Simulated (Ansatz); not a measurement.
The parent structure is SnO2 in the rutile structure (space group P4_2/mnm, No. 136).

```
SnO2
1.0
    4.82757     0.00000     0.00000
    0.00000     4.82757     0.00000
    0.00000     0.00000     3.23813
Sn O
2 4
Cartesian
  0.00000   0.00000   0.00000
  2.41379   2.41379   1.61907
  1.48004   1.48004   0.00000
  3.89382   0.93375   1.61907
  0.93375   3.89382   1.61907
  3.34753   3.34753   0.00000
```

Method: PBE/PAW in Ansatz (a first-principles code), no SOC.

Base values:

- Width of the top valence band: 1.18 eV
- Band gap: 0.68 eV

It is then changed as follows: the cell is scaled by 1.0180 in all directions; the atoms relax in the strained cell.

Problem. Estimate the effect on the largest internal atomic displacement.

Solution. The largest internal atomic displacement is 0.010 Å.

Problem. What happens to the width of the top valence band?

Solution. The width of the top valence band drops by 0.07 eV to 1.11 eV.

Problem. Estimate the effect on the band gap.

Solution. The band gap decreases by 0.52 eV to 0.16 eV.

Whether these cells are dynamically stable was not tested. The zero or small gap of SnO2 under isotropic strain +1.80 % can change with the level of theory.
